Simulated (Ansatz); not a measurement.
BN (Fmm2, No. 42, 2 atoms in the cell; start mp-685145; a measured phase of this formula has another space group) was calculated with PBE0 (Ansatz, a quantum-chemistry and plane-wave program, plane waves, PAW).

Run with plane-wave cutoff 460 eV, 12×12×12 k mesh, Fermi–Dirac smearing 0.01 eV, scalar-relativistic PAW data made under PBE.

The cell is the one relaxed with PBEsol. Conventional cell: a = 2.5043 Å, b = 7.1477 Å, c = 4.3346 Å, α = 90.00°, β = 90.00°, γ = 90.00°.

```
BN
1.0
    0.00000     3.57387     2.16732
    1.25214     0.00000     2.16732
    1.25214     3.57387     0.00000
B N
1 1
Direct
  0.00006   0.00006   0.99994
  0.66664   0.66664   0.33336
```

Task: List the 6 lowest band energies at Γ above −25 eV (eV, relative to the valence band maximum), grouping those that round alike.

Result: At Γ: -19.73, -5.09, -1.74 (×2), 6.56, 13.98.

Note: the run warned that its exchange threshold was loose for the stress; cell and atoms aren't relaxed at this level (pressure -2.1 GPa); the cell has widely spaced layers and the level no dispersion term, so their spacing and the moduli can rest on weak binding.

A start named mp-… is a Materials Project structure, which need not be a measured phase.
